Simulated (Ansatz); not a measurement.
C on the 1x1 (111) surface of fcc Ag, one in a 1x1 cell, energies for each (7.5 Å²). Energies are against an atom of graphite, without zero-point or thermal terms; each row is named by its start.

Level of theory: PBE (plane waves to 420 eV, PAW; Ansatz, an electronic-structure program).

Slab: 5 atoms, 7.1 Å thick at the start under the adsorbate (thin: gaps and levels are the slab's own); k 12x12x1, smearing 0.1 eV, dipole-corrected; 2 atoms held, the rest relaxed; each run with such symmetry as its start has; spin-polarised, no spin-orbit, no U, no dispersion correction.

A negative adsorption energy means that the adsorbate is more stable on the surface than in its reference. Starts that drift may end in the same place. Heights count from the host atoms within 0.3 Å of the top one.

```
starting site                           E_ads (eV)  height (Å)  nearest host atom (Å)  bonded to  Δ work function (eV)  lateral drift (Å)  moment (μB)
--------------------------------------  ----------  ----------  ---------------------  ---------  --------------------  -----------------  -----------
top Ag                                        5.64        2.04                Ag 2.04         Ag                     …                0.0          0.0
hollow Ag-Ag-Ag over Ag at depth 2.4 Å        5.11           …                Ag 2.17       3 Ag                     …                0.0          0.0
hollow Ag-Ag-Ag over Ag at depth 4.7 Å        5.06        1.33                Ag 2.16       3 Ag                  2.18                0.0          0.0
bridge Ag-Ag (span 2.9 Å)                     5.06        1.33                Ag 2.15       3 Ag                  2.18                0.8          0.0
```

Question: Complete the blanks.

Answer: 
- top Ag, Δ work function (eV): 2.15
- hollow Ag-Ag-Ag over Ag at depth 2.4 Å, height (Å): 1.36
- hollow Ag-Ag-Ag over Ag at depth 2.4 Å, Δ work function (eV): 2.22
